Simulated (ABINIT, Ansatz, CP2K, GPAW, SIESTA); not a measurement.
# Code comparison for MgSc (Pm-3m, 2 atoms in the cell)

Self-consistent single point.

```
CELL_PARAMETERS angstrom
      3.66694     0.00000     0.00000
      0.00000     3.66694     0.00000
      0.00000     0.00000     3.66694
ATOMIC_POSITIONS crystal
  Mg 0.00000 0.00000 0.00000
  Sc 0.50000 0.50000 0.50000
```

Shared settings, as Ansatz (a quantum-chemistry and plane-wave program) writes them: kpoints.mp_grid.grid = 12 12 12; scf.occupations.method = fermi_dirac; scf.occupations.width = 0.1 eV. Potentials and cutoffs stand in the table.

```json
[
 {"code": "GPAW", "model": "PBEsol, GPAW PAW datasets PBEsol (made by gpaw-setup)", "pressure (GPa)": "-3.76", "cutoff": "800 eV"},
 {"code": "Ansatz", "model": "PBEsol, PAW files made with PBE", "pressure (GPa)": "-3.75", "cutoff": "420 eV"},
 {"code": "CP2K", "model": "PBEsol, GPW, TZVP-MOLOPT-SR-GTH basis, GTH-PBE potentials (GTH_POTENTIALS)", "pressure (GPa)": "-2.69", "cutoff": "grid 600 Ry"},
 {"code": "ABINIT", "model": "PBEsol, PAW (JTH v2.0 PBE PAW, files made for PBE)", "pressure (GPa)": "-3.75", "cutoff": "30 Ha"},
 {"code": "SIESTA", "model": "GGA PBEsol, numerical atomic orbitals DZP, PseudoDojo PBEsol standard norm-conserving potentials (rewritten from UPF to PSML)", "pressure (GPa)": "-3.16", "cutoff": "grid 300 Ry"}
]
```

The spread over the programs that give each value: pressure within 1.07 GPa.

CP2K and SIESTA use small atom-centred bases, whose incompleteness enters pressures, forces and empty levels differently from a plane-wave cutoff. Ansatz's pressure is given at a fixed set of plane waves, as the other plane-wave codes print theirs. In the pressure, CP2K (by 1.06) lies more than 1 GPa from the median of the plane-wave programs.

The starting cell comes from a database of computed structures (which also holds hypothetical and non-ambient phases and stackings), without a prior relaxation at this level. Its lattice was rescaled by a random factor within 2.5 % of one.

Left out of this page: Elk and FLEUR (not drawn, or without a comparable value).

Keys are those of Ansatz 0.2.
